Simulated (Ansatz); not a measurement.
## Sc: pressure −1 GPa

Take Sc (space group P6_222, No. 180; a = 3.1967 Å, c = 8.0344 Å; a cell from a computed database, its experimental status unchecked) as the base.

The change: a negative pressure, −1 GPa.

Method: PBEsol, PAW, 420 eV (Ansatz, a program for electronic structure; spin-orbit coupling left out). k-mesh 17×17×6 (Γ-centred); smearing 0.05 eV (Fermi–Dirac).

The volume per atom goes up by 0.47 Å³, from 23.70 Å³ to 24.17 Å³ and the density drops by 0.06 g/cm³ (3.15 g/cm³ → 3.09 g/cm³). The lattice parameter a rises by 0.0198 Å (3.197 Å → 3.216 Å) and the c/a ratio increases by 0.003 to 2.516. The shortest interatomic distance grows by 0.022 Å (3.119 Å → 3.141 Å) and the enthalpy H = E + PV relative to the base's energy amounts to -0.15 eV/atom. The band gap is still zero.

Cost of the whole job for the changed cell (relaxation, final SCF and bands): around 29 core-seconds (rough).

Load acts through the strain it causes; cell and atoms are relaxed under it. Whether these cells are dynamically stable was not tested. The base started in P6_122 and relaxed to P6_222 at this level. The final runs are not spin-polarised. Sc has a high density of states at the Fermi level and may be magnetic at this level. This is not the structure that Sc has at room temperature and ambient pressure.
